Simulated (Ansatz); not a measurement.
# Hypothetical cubic perovskite CaSnSe3, pressure series

The reference is CaSnSe3 in the cubic perovskite structure (space group Pm-3m, No. 221; a = 5.289 Å; a hypothetical phase, not in the database extracts checked).

Cell and atoms are relaxed at each pressure.

Levels (all Ansatz, an electronic-structure program, PAW): PBE (420 eV, spin-orbit coupling left out); PBEsol (420 eV, no SOC).

The base cell above is that of PBE; each level relaxes its own structures.

```csv
case,"volume per atom, PBE","volume per atom, PBEsol"
pressure −2 GPa,31.10 Å³,29.57 Å³
pressure −1 GPa,30.31 Å³,[?]
pressure 0.3 GPa,29.40 Å³,28.15 Å³
pressure 0.7 GPa,29.15 Å³,[?]
pressure 1.5 GPa,28.69 Å³,27.54 Å³
pressure 3 GPa,27.92 Å³,26.87 Å³
pressure 5 GPa,27.05 Å³,[?]
pressure 7.5 GPa,26.13 Å³,25.28 Å³
pressure 10 GPa,25.35 Å³,[?]
```

Question: Complete the table.

Answer: 
- pressure −1 GPa, volume per atom, PBEsol: 28.91 Å³
- pressure 0.7 GPa, volume per atom, PBEsol: 27.94 Å³
- pressure 5 GPa, volume per atom, PBEsol: 26.10 Å³
- pressure 10 GPa, volume per atom, PBEsol: 24.57 Å³

PBE lies above PBEsol in every row, by 0.78 Å³ to 1.53 Å³. They put the cases in the same order.

Load acts through the strain it causes; cell and atoms are relaxed under it. Stability against distortions was not tested. No other phases were tried under pressure. All final runs are without spin polarisation. Many cubic perovskites are stable only at high temperature; tilts and polar distortions were not tested.
